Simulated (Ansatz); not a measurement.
**Li in the fcc (Cu type) structure (space group Fm-3m, No. 225)**

```cif
data_Li
_chemical_formula_sum 'Li1'
_space_group_name_H-M_alt 'P 1'
_space_group_IT_number 1
_cell_length_a 3.05529
_cell_length_b 3.05529
_cell_length_c 3.05529
_cell_angle_alpha 60.000
_cell_angle_beta 60.000
_cell_angle_gamma 60.000
loop_
_space_group_symop_operation_xyz
  'x, y, z'
loop_
_atom_site_label
_atom_site_type_symbol
_atom_site_fract_x
_atom_site_fract_y
_atom_site_fract_z
_atom_site_occupancy
Li1 Li 0.00000 0.00000 0.00000 1
```

Method: PBEsol (Ansatz, a quantum-chemistry and plane-wave program, PAW, no SOC). Settings: 18×18×18 k-points, 0.05 eV Fermi–Dirac smearing.

```json
{
  "volume_per_atom": "20.17 Å³",
  "density": "0.57 g/cm³",
  "band_gap": "zero",
  "total_energy": "-203.001 eV/atom (σ→0; compares only within this code and set-up)"
}
```

Stability against distortions was not tested. This is not the structure that Li has at room temperature and ambient pressure.
